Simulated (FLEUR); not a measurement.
FLEUR run on BaCuGe (P-6m2, 3 atoms in the cell): self-consistent single point.

Level of theory: LDA (Perdew-Zunger), all-electron FLAPW (FLEUR), scalar-relativistic valence.

```
CELL_PARAMETERS angstrom
      4.20172     0.00000     0.00000
     -2.10086     3.63879     0.00000
      0.00000     0.00000     5.00665
ATOMIC_POSITIONS crystal
  Ba 0.00000 0.00000 0.00000
  Cu 0.33333 0.66667 0.50000
  Ge 0.66667 0.33333 0.50000
```

Reference input (self-consistent single point, DFT, LDA (Perdew-Zunger), all-electron FLAPW (FLEUR), scalar-relativistic valence): Kmax = 3.8 1/bohr; GmaxXC = 13.3 1/bohr; xcFunctional = pz; jspins = 1; l_soc = F; mode = hist; fermiSmearingEnergy = 0.00183747 Htr; mesh (inpgen div1-3) = 7 7 5; inpgen gamma flag = false; Gmax = 13.3 1/bohr; numbands = 0; maxIterBroyd = 15. This run's input differs from it in these lines:

```diff
@@ -16,3 +16,3 @@
 &exco xctyp='pz' /
-&kpt div1=7 div2=7 div3=5 /
+&kpt div1=7 div2=7 div3=6 gamma=t /
 &end /
@@ -36,3 +36,3 @@
    <cell>
-      <bzIntegration valenceElectrons="35.0" mode="hist" fermiSmearingEnergy="0.00183747">
+      <bzIntegration valenceElectrons="35.0" mode="hist" fermiSmearingEnergy="0.00110248">
          <kPointListSelection listName="default-1"/>
```

Log, with long lists cut:

```
 Iteration:     1   Distance:      24.24083047 me/bohr^3
 Iteration:     2   Distance:      11.97069917 me/bohr^3
 Iteration:     3   Distance:       5.07898034 me/bohr^3
 Iteration:     4   Distance:       5.84760704 me/bohr^3
 Iteration:     5   Distance:       2.31769553 me/bohr^3
   [... 13 lines left out ...]
 Iteration:    19   Distance:       0.00004564 me/bohr^3
 Iteration:    20   Distance:       0.00010627 me/bohr^3
 Iteration:    21   Distance:       0.00001712 me/bohr^3
 Iteration:    22   Distance:       0.00000672 me/bohr^3
 Run finished successfully
 Stop message:
   Structural relaxation: Done

[file out, last iteration]
             iter=     23
[...]
          total density-effective poten   -1.9652531889E+04
          total charge density-energy d   -3.3390723549E+02
 Updated energy parameters for spin:           1
[...]
 fermi energy and band-weighting factors:
    0.482324    0.482324    0.484122

[...]
FERMIE:
          first approx. to ef    (T=0)  :   0.263857 htr   (energy of the highest occ. eigenvalue)
          number of occ. states  (T=0)  :        553
          first approx. to seigv (T=0)  :  -6.135008 htr
          sum of weights of occ. states :  17.510204
          sum of semicore charge        :   0.000000 e
FERHIS:  Fermi-Energy by histogram:
          bandgap                     :   0.002698 htr
   [... lines left out ...]
          charge neutrality (T=0)     :   0.020408    (zero if the highest occ. eigenvalue is "entirely" occupied)
     EF_NEWTON:  Adjust Fermi-Energy by Newton-Method.
 Direct bandgap for spin            1 :    2.4877610821084584E-002  Htr
 ---->    free energy=                    -11881.8345808647 htr
   [... lines left out ...]
 TOTAL FORCE FOR ATOM TYPE=  1  X=  0.000   Y=  0.000   Z=  0.000
                       FX_TOT= 0.000000 FY_TOT= 0.000000 FZ_TOT= 0.000000
 TOTAL FORCE FOR ATOM TYPE=  2  X=  3.970   Y= -2.292   Z=  4.731
                       FX_TOT= 0.000000 FY_TOT= 0.000000 FZ_TOT= 0.000000
 TOTAL FORCE FOR ATOM TYPE=  3  X= -3.970   Y=  2.292   Z=  4.731
                       FX_TOT= 0.000000 FY_TOT= 0.000000 FZ_TOT= 0.000000
 Structural relaxation: Done
```

The run converged in 22 iterations. FLEUR gives forces in its relaxation mode, with a further iteration, so its stop message speaks of a relaxation. Against the reference run the free energy rises by 1.4 meV/atom.

The starting cell comes from a database of computed structures (which also holds hypothetical and non-ambient phases and stackings), without a prior relaxation at this level. Its lattice was rescaled by a random factor within 2.5 % of one. Spin polarisation is off. Values depend on the basis (sphere radii, cutoffs, local orbitals), which need not be converged. The log's line on a gap gives a spacing of levels on this mesh, which the program prints for metals too.

Cost on one core of a shared machine: roughly 2 min.
